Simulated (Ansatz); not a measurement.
## GaAs, response to strain

The parent structure is GaAs in the zinc blende structure (space group F-43m, No. 216; a = 5.6028 Å).

Strains are applied to the cell and any free atomic positions relax.

All numbers come from DFT with LDA, PAW potentials and a 420 eV plane-wave cutoff in Ansatz (a quantum-chemistry and plane-wave program), scalar-relativistic without spin-orbit coupling.

Candidates:
(a) isotropic strain +0.50 %
(b) isotropic strain −3.00 %
(c) isotropic strain −2.50 %
(d) isotropic strain +2.50 %
(e) isotropic strain −1.00 %

Notes on the quantities. energy relative to the base: free energy F.

**Question.** Order them by energy relative to the base, highest first.

**Answer.** (b) isotropic strain −3.00 % (+46 meV/atom), (c) isotropic strain −2.50 % (+32 meV/atom), (d) isotropic strain +2.50 % (+26 meV/atom), (e) isotropic strain −1.00 % (+4.8 meV/atom), (a) isotropic strain +0.50 % (+1.1 meV/atom)

A case with no gap was solved on a k-mesh chosen for an insulator, which is coarse for it. No phonon test of stability was made. All final runs are without spin polarisation.
